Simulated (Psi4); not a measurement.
Psi4 1.11, B3LYP/def2-tzvp: Mo(OH)3(H)3 ([OH][MoH3]([OH])[OH]), 10 atoms. The geometry is a generated start, not checked to be a minimum at this level.

task: energy
method: b3lyp
basis: def2-tzvp
memory: 3 GB
maxiter: 100
keys of the molecule block: symmetry c1
scf_type: df (default)
guess: auto, which took SAD (default)
scf_initial_accelerator: adiis (default)
e_convergence: 1e-06 (default)
d_convergence: 1e-06 (default)
dft_radial_points: 75 (default)
dft_spherical_points: 302 (default)
effective core potentials: those of the basis set, past Kr
basis functions: 169
grid points: 217058

```xyz
10

Mo     0.1699    -0.2008     0.1184
O     -1.5848    -0.4655     0.0153
H     -2.4653    -0.8398     0.0747
O      0.1285     1.4264     0.8228
H      0.2586     2.1976     1.3790
O      0.4528     0.2679    -1.5688
H      0.7942     0.3440    -2.4612
H      0.3580    -1.7660    -0.3603
H      0.0845    -0.7887     1.6551
H      1.8036    -0.1751     0.3250
```

Charge 0 and multiplicity 1 are set for this test and not shown to be the ground state.

One run each on 2 threads. Values of diis_max_vecs tried: 3, 6, 10 (default), 20.

Q: Predict the course of the SCF iterations along this series.

A: Fewest SCF iterations, within one of each other: 6 with 11, 10 (default) with 11, 20 with 11. The count rises to 65 at 3. All converge to one solution.

| diis_max_vecs | SCF iterations | end |
|---|---|---|
| 3 | 65 | same solution |
| 6 | 11 | same solution |
| 10 (default) | 11 | same solution |
| 20 | 11 | same solution |
